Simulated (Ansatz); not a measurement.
## WSi (model structure, started from the TiAs type, P6₃/mmc, No. 194, 8 atoms in the cell): properties by level of theory

```json
[
 {"level (code)": "PBE (Ansatz)", "lattice constant a (Å)": "3.616", "lattice parameter c (Å)": "11.237"},
 {"level (code)": "PBEsol (Ansatz)", "lattice constant a (Å)": "3.581", "lattice parameter c (Å)": "11.155"},
 {"level (code)": "PBE-D3(BJ) (Ansatz)", "lattice constant a (Å)": "3.570", "lattice parameter c (Å)": "11.199"}
]
```

Ansatz's density-functional and Hartree–Fock values are scalar-relativistic unless marked +SOC, with PAW data made under PBE.

Static lattice: no zero-point or thermal effects.

A model structure was made by putting elements into a prototype or built by hand; it is no filed structure, need not be a known phase, and can be a saddle point held by its symmetry.

Ansatz is a first-principles code.
